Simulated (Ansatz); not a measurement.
The reference is Hf$_{3}$N$_{4}$ (space group I-43d, No. 220; a = 6.7342 Å).

(Cell as relaxed with PBE.)

Levels (all Ansatz, an electronic-structure program, PAW): PBE (420 eV, no spin-orbit coupling); PBEsol (420 eV, no SOC).

Each level relaxes its own structure.

| quantity | PBE | PBEsol |
|---|---|---|
| volume per atom | 10.91 Å³ | [?] |
| lattice parameter a | 6.734 Å | [?] |
| band gap | 1.04 eV | [?] |
| gap character | direct at Γ | [?] |
| electron mass (degenerate bands, along [100]) | 0.32, 0.46 mₑ | [?] |

Question: What does PBEsol give?

Answer: 
- volume per atom, PBEsol: 10.51 Å³
- lattice parameter a, PBEsol: 6.651 Å
- band gap, PBEsol: 1.02 eV
- gap character, PBEsol: direct at Γ
- electron mass (degenerate bands, along [100]), PBEsol: 0.29, 0.42 mₑ

PBE's volume per atom lies 0.40 Å³ above PBEsol's (3.8 %); PBE's lattice parameter a lies 0.083 Å above PBEsol's (1.2 %); PBE's band gap lies 0.02 eV above PBEsol's; the two agree on the gap character. Neither level is exact; PBEsol is the comparison here, not a measurement.

Spin-orbit coupling, missing from the scalar runs, can matter with Hf. Effective masses come from finite differences of ±0.01 Å⁻¹. Stability against distortions was not tested.
